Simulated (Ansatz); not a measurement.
Defect migration in 3C silicon carbide: interstitial N, charge state +1. The step: several atoms move together, N the farthest; the atom moves 2.10 Å along (-0.34, -0.34, 0.00) of the unit cell; at the start the N atom holds a host C site and a host atom stands off its site; at the end the N atom holds a host C site and a host atom stands off its site; the moving atom starts with neighbours C at 1.33; 2 Si at 1.76 Å and ends with C at 1.33; 2 Si at 1.76 Å. DFT values are from Ansatz (plane-wave PAW, 420 eV unless said) in a cell of 64 host sites, spin-restricted, static, with no finite-size correction. The charge state is imposed; whether it is stable for some Fermi level was not computed. Sites that were not tried may lie lower. On the k-point mesh the defect's levels are only partly filled at one site or more. For the PBE band: the saddle point's order was not checked.

```json
[
 {"Level": "PBE, a 2×2×2 k-point mesh shifted by half a step, band relaxed", "Forward barrier (eV)": "1.19", "Cost of the band or of the saddle's single point": "very roughly 60 core-minutes"},
 {"Level": "PBE, a 3×3×3 k-point mesh shifted by half a step, same geometries", "Forward barrier (eV)": "1.20", "Cost of the band or of the saddle's single point": "about 2.1 core-minutes (a rough figure)"},
 {"Level": "r2SCAN at 500 eV, a 2×2×2 k-point mesh shifted by half a step, same geometries", "Forward barrier (eV)": "(withheld)", "Cost of the band or of the saddle's single point": "around 70 core-seconds (rough)"}
]
```

Q: Complete the blanks.

A: 
- r2SCAN at 500 eV, a 2×2×2 k-point mesh shifted by half a step, same geometries, Forward barrier (eV): 1.45

Ansatz is a program for electronic structure.
